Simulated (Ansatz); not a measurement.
The parent structure is WS₂ (space group P6_3/mmc, No. 194; layered, stacked along the Cartesian z axis).

```xyz
6
Lattice="3.1147 0.0000 0.0000 -1.5574 2.6974 0.0000 0.0000 0.0000 11.7724" Properties=species:S:1:pos:R:3 pbc="T T T"
W      1.5574     0.8991     2.9431
W      0.0000     1.7983     8.8293
S      1.5574     0.8991    10.4014
S      0.0000     1.7983     4.5152
S      0.0000     1.7983     1.3709
S      1.5574     0.8991     7.2571
```

Calculations: Ansatz (a quantum-chemistry and plane-wave program), PBEsol-D3(BJ), PAW, cutoff 420 eV, no spin-orbit coupling.

Strains are applied to the cell and any free atomic positions relax.

One change was made to it. Results:

The largest internal atomic displacement comes out as 0.015 Å; the energy grows by 1.5 meV/atom; the smallest direct gap shrinks by 0.07 eV (1.92 eV → 1.85 eV).

**Question.** Name the change that was made.
(A) isotropic strain +0.60 %
(B) isotropic strain +2.40 %
(C) isotropic strain +1.20 %

**Answer.** A, isotropic strain +0.60 %. For comparison, the energy relative to the base in the other runs: isotropic strain +1.20 % gives +5.9 meV/atom; isotropic strain +2.40 % gives +23 meV/atom.

With W present, leaving out spin-orbit coupling can change the band edges. Whether these cells are dynamically stable was not tested.
